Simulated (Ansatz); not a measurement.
The starting structures come from a database of crystals and need not be the phases stable at ambient conditions.

```xyz
14
Lattice="5.8672 0.0000 0.0000 -2.9336 7.1624 0.0000 2.9336 0.0000 8.7137" Properties=species:S:1:pos:R:3 pbc="T T T"
Sr     1.4763     7.1316     5.7798
Sr     1.4763     0.0308     2.9339
Sr     2.9431     3.6120     1.4230
Sr     2.9431     3.5504     7.2908
Sr     5.8427     3.5812     4.3569
Sr     4.3759     0.0000     0.0000
P      2.9278     4.7321     4.3816
P      2.9278     2.4303     4.3321
P     -1.4726     6.0115     0.0247
P      4.3946     1.1509     8.6890
P      4.3407     1.3182     3.0162
P      4.3407     5.8442     5.6976
P      5.8075     2.2630     7.3730
P     -0.0597     4.8994     1.3407
```

The cell is taken as given; by PBEsol it stands under a pressure of -1.7 GPa.

Transport runs along the normal of the first two printed cell vectors.

The gap is the functional's own. No spin-orbit coupling. Mid-gap values are those at the computed energy nearest the middle.

Q: Estimate the band gap and the smallest decay constant κ at mid-gap that Ansatz (an electronic-structure program) with PBEsol returns for this system.

A: Gap 0.86 eV on a 6×6×6 mesh; κ = 0.167 1/Å, at (0.000, 0.500) of the in-plane reciprocal vectors. At the zone centre the slowest state has κ = 0.21 1/Å.
